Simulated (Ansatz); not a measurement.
The starting structures come from a database of crystals and need not be the phases stable at ambient conditions.

 Where the default PAW files enter, the runs use the earlier of Ansatz's two default sets.

Crystal: Y(HO)3 (P6_3/m, not sure to be the ambient phase, 14 atoms a cell, 8.9 Å³ an atom, -4 GPa at this level); planes in its conventional cell.

Level of theory: r2SCAN (plane waves, PAW; Ansatz, an electronic-structure program).

The gap is the functional's own, uncorrected, and κ follows it; spin-orbit coupling is left out. Mid-gap values are interpolated between the computed energies.

```csv
plane,area of the cell (Å²),mid-gap κ (1/Å),largest κ in the gap (1/Å)
(100),22.6,0.41,0.42
(001),35.1,…,…
(110),39.2,0.41,0.42
```

The slowest decay depends on the direction. Supply the withheld values.


- (001), mid-gap κ (1/Å): 0.38
- (001), largest κ in the gap (1/Å): 0.38
